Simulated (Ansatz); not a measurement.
**What Cu on a Zn site (antisite) does to ZnCu2SnS4**

Start from an 8-atom supercell of ZnCu2SnS4 (space group I-4, No. 82; a = 5.374 Å, c = 10.754 Å) at its relaxed geometry.

One thing is altered: one Zn atom is replaced by Cu, atoms relaxed at fixed cell, starting from a slightly rattled geometry.

Method: plane-wave PAW DFT at the PBEsol level (Ansatz, a quantum-chemistry and plane-wave program, 420 eV), no SOC, earlier PAW set. Settings: 5×5×5 k-points, 0.01 eV Fermi–Dirac smearing.

| quantity | base | changed | shift |
|---|---|---|---|
| pressure | 0.0 GPa | -2.7 GPa | -2.7 GPa |
| largest displacement of a host atom from its site in the perfect cell | – | 0.05 Å | – |
| mean distance from the defect site to its nearest host atoms | 2.33 Å | 2.28 Å | -0.044 Å |

Final structure:

```
Cu3SnS4
1.0
   -2.68698     2.68698     5.37717
    5.37396     0.00000     0.00000
    0.00000     5.37396     0.00000
Cu Sn S
3 1 4
Cartesian
  0.00814   0.00044   0.00701
  0.00929   2.68647   2.69481
  2.69625   5.37356   2.69431
  2.69516   2.68736   0.00552
  1.43531   6.80008   3.95698
 -1.41760   3.94735   3.95690
  4.12152   1.26139   1.43233
  1.26924   4.11332   1.43242
```

Cost of the whole job for the changed cell (relaxation, final SCF and bands): roughly 6 core-minutes.

Other magnetic orders, which the real material may have, were not ruled out. In so small a cell the defect repeats every few ångströms: this is an ordered compound, not a dilute defect. A case with no gap was solved on a k-mesh chosen for an insulator, which is coarse for it. Starting moments died away, wholly or in part, for Cu on a Zn site (antisite); another magnetic solution may exist. Spin-polarised in the final run: Cu on a Zn site (antisite); the other runs are not. The defect cell is spin-polarised and ends with 0.0 μB.
